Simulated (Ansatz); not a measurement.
Take Rb in the bcc (W type) structure (space group Im-3m, No. 229; a = 5.575 Å) as the base.

All numbers come from PBEsol, PAW, 420 eV (Ansatz, a program for electronic structure; no spin-orbit coupling).

Base values:

Lattice parameter a: 5.575 Å

It is then changed as follows: full substitution Rb → Li; the structure is relaxed again.

What happens to the lattice parameter a?

The lattice parameter a drops by 2.141 Å, from 5.575 Å to 3.434 Å.

Stability against distortions was not tested. The final runs are not spin-polarised.
